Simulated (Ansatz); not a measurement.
CsCl-type FeAl, treated with HSE06-D3(BJ) (plane waves, PAW; Ansatz, a first-principles code).

Settings: plane-wave cutoff 460 eV, 10×10×10 k mesh, Fermi–Dirac smearing 0.05 eV, no spin polarisation, scalar-relativistic PAW data made under PBE.

A third-order Birch–Murnaghan fit to the energies gives V0 = 11.003 Å³/atom, B0 = 211 GPa, B′ = 4.0.

```tsv
V (Å³/atom)	P (GPa)
10.452	___
10.727	___
10.952	0.98
11.278	-4.95
11.516	-8.77
```

Q: Estimate the withheld pressures from this fit; the answers are the runs' own values.

A: 
- 10.452, P (GPa): 12.00
- 10.727, P (GPa): 5.63

The formula P = (3/2) B0 (x^(7/3) − x^(5/3)) [1 + (3/4)(B′ − 4)(x^(2/3) − 1)] with x = V0/V meets the computed pressures within 0.02 GPa when these rounded values are put in.

Measured, for comparison: bulk modulus 152 GPa (room temperature, no zero-point or thermal correction; as tabulated in Yamada et al. (2019), arXiv:1910.09660); equilibrium volume per atom 12.32 Å³/atom (room temperature, no zero-point or thermal correction; as tabulated in Liu et al. (2023), doi:10.1107/s2414314623010659). Computed (rounded) less measured: bulk modulus +39 %, equilibrium volume per atom -10.7 %.

Note: the run has no spin polarisation, so it can have missed a magnetic state.

The result took around 16 core-minutes (rough).
